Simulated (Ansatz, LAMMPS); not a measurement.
# Si well of 16 atomic layers along [001] in random Si0.7Ge0.3, interfaces sharp

Cell 16.67 × 16.67 × 55.04 Å, Si579Ge141, 720 atoms. Prepared with Tersoff's 1989 multicomponent potential (SiCGe.tersoff) (LAMMPS): minimisation. 

Level of theory: PBE, support functions at accuracy medium on the grid of 370 eV (norm-conserving potentials; Ansatz, a quantum-chemistry and plane-wave program).

Basis: localised support functions (accuracy medium) on a full density matrix. k-points: zone centre alone; occupations: Fermi-Dirac, 0.010 eV; spin polarisation not allowed. Scalar-relativistic, no spin-orbit coupling.

```yaml
Kohn-Sham gap of the cell on its k-mesh: 0.37 eV
weight_of_the_highest_filled_level_on_the_well: 0.32
weight_of_the_lowest_empty_level_on_the_well: 0.96
coordination (neighbours within 2.860 Å): 100.0 % 4-fold
Ge-Ge bonds, mean ± spread: 2.471 ± 0.007 Å
Ge-Si bonds, mean ± spread: 2.424 ± 0.008 Å
Si-Si bonds, mean ± spread: 2.383 ± 0.007 Å
bond angles, mean ± spread: 109.5° ± 1.1°
pressure: -0.90 GPa
cost_of_the_final_run: very roughly 60 core-minutes, 16 SCF iterations, 15 GiB
```
